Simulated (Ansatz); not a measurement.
Functionals compared on O on the 1x1 (110) surface of zinc-blende GaAs (cut with top plane As + Ga), one in a 2x1 cell, started at the site 'hollow As', in Ansatz (plane waves, PAW). The structure was relaxed with PBE; the other rows are single points on it, each with its references at the same level. Cutoff 420 eV (500 eV for r2SCAN). The points keep PBE's geometry, so the relaxation of a polaron and the settling of charge on one site are left out.

Host crystal: zinc-blende GaAs, with a band gap (PBE, scalar-relativistic without spin-orbit coupling).

Slab: 21 atoms, 8.6 Å thick at the start under the adsorbate (thin: gaps and levels are the slab's own); k 3x4x1, smearing 0.01 eV, dipole-corrected; 8 atoms held, the rest relaxed; held to the start's symmetry, so lower structures may exist; spin-polarised, no spin-orbit, no U, no dispersion correction. The starting moment vanished. At the end it is bonded to As + 2 Ga. In PBE it is, or lies within 0.03 eV of, the lowest of the starts that converged. These notes are the PBE run's. r2SCAN: The program's check for a lower electronic state was not made. Adsorption energies are against ½ O2(g). A negative adsorption energy means that the adsorbate is more stable on the surface than in its reference.

```tsv
functional	adsorption energy (eV)	magnetic moment of the cell (μB)	rough cost of the single point
PBE	-0.54	0.00	–
RPBE	[?]	0.00	around 10 core-minutes (rough)
r2SCAN	-0.39	0.00	roughly 18 core-minutes
```

Q: Fill in the missing entries.

A: 
- RPBE, adsorption energy (eV): -0.38

Ansatz is a first-principles code.
